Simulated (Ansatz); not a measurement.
A relaxation of cell and atoms of V (Im-3m, 1 atom in the cell) with Ansatz (a first-principles code).

Computed with PBE (plane waves, PAW; Ansatz).

```yaml
crystal:
  lattice:
    - [-1.50879, 1.50879, 1.50879]
    - [1.50879, -1.50879, 1.50879]
    - [1.50879, 1.50879, -1.50879]
  atoms:
    - { symbol: V, position: [0.00000, 0.00000, 0.00000] }
```

Reference input (self-consistent single point, DFT, PBE, plane waves, default PAW files): basis.ecutwfc = 420 eV; kpoints.mp_grid.grid = 15 15 15; hamiltonian.xc = pbe; hamiltonian.pseudopotentials = {kind: paw} (the program's default PAW files); scf.occupations.method = fermi_dirac; scf.occupations.width = 0.1 eV. This run's input differs from it in these lines:

```diff
@@ -17,2 +17,4 @@
   occupations: { method: fermi_dirac, width: 0.1 eV }
+relax:
+  cell: {}
 output:
```

Output, abridged:

```
   [... SCF lines of the steps left out ...]
relax step   1: F+E_penalty+E_count = -2912.43742031 eV  Δ(F+E_penalty+E_count) = +0.000e0 eV  max|allowed force component| = 0.000e0 eV/Å  Δτ_max = 0.0000 Å  P = -3.356 GPa  Ω = 13.739 Å³  (6 SCF iters, dr2 threshold 1.00e-7 eV, accepted)
relax step   2: F+E_penalty+E_count = -2912.44033116 eV  Δ(F+E_penalty+E_count) = -2.911e-3 eV  max|allowed force component| = 0.000e0 eV/Å  Δτ_max = 0.0000 Å  P = +0.424 GPa  Ω = 13.445 Å³  energy of the carried Pulay correction = +1.589e-4 eV  (5 [...]
relax step   3: F+E_penalty+E_count = -2912.44035499 eV  Δ(F+E_penalty+E_count) = -2.383e-5 eV  max|allowed force component| = 0.000e0 eV/Å  Δτ_max = 0.0000 Å  P = -0.014 GPa  Ω = 13.477 Å³  energy of the carried Pulay correction = +1.412e-4 eV  (3 [...]
relax step   4: F+E_penalty+E_count = -2912.44021406 eV  Δ(F+E_penalty+E_count) = +1.409e-4 eV  max|allowed force component| = 0.000e0 eV/Å  Δτ_max = 0.0000 Å  P = -0.009 GPa  Ω = 13.477 Å³  stress off target by 8.77e-3 GPa  SCF on the basis [...]
basis re-selected at this cell: Δ(F+E_penalty+E_count) = +1.409e-4 eV, ΔP = +0.005 GPa vs the last step
Stability not checked: this state was not tested for a lower state beside it, because too few of the mixer's solves of this state at the end of the SCF gave a …
Free energy (F): -2912.440214 eV
Internal energy: -2912.384855 eV  (E = F + TS)
E sigma→0 (E₀):  -2912.412535 eV
Entropy (-TS):   -0.055359 eV (-55.359 meV/atom)
Fermi energy:    16.547968 eV
--- Forces (eV/Å), atoms counted from 1 ---
  atom   1  V     -0.00000000     0.00000000     0.00000000
   [... lines left out ...]
to start a new deck from the relaxed geometry:
  cell:  # Å, volume = 13.4769 Å³
    - [-1.4991445314314775, 1.4991445314314775, 1.4991445314314775]
    - [1.4991445314314775, -1.4991445314314775, 1.4991445314314775]
    - [1.4991445314314775, 1.4991445314314775, -1.4991445314314775]
  atoms:
    - { symbol: V, position: [0.0, 0.0, 0.0] }
```

The run converged. 

Summary of the result:
```
Property                                                                                                                  Result
-----------------------------------------------  -------------------------------------------------------------------------------
Free energy E − TS (on the zero of these files)                                                                    -2912.4402 eV
Fermi level (on the code's own zero)                                                                                    16.55 eV
Pressure                                                                                                               -0.01 GPa
Final cell                                       a = 2.5966 Å, b = 2.5966 Å, c = 2.5966 Å, α = 109.47°, β = 109.47°, γ = 109.47°
Final volume per atom                                                                                                   13.48 Å³
Relaxation steps                                                                                                               4
```

The starting cell has typed, rounded lattice constants, without a prior relaxation at this level. Its lattice was rescaled by a random factor within 2.5 % of one. Spin polarisation is off. The relaxation keeps the symmetry of its start, so its end need not be a minimum. Ansatz's pressure includes its estimate of the finite-basis (Pulay) stress.

Keys are those of Ansatz 0.2.
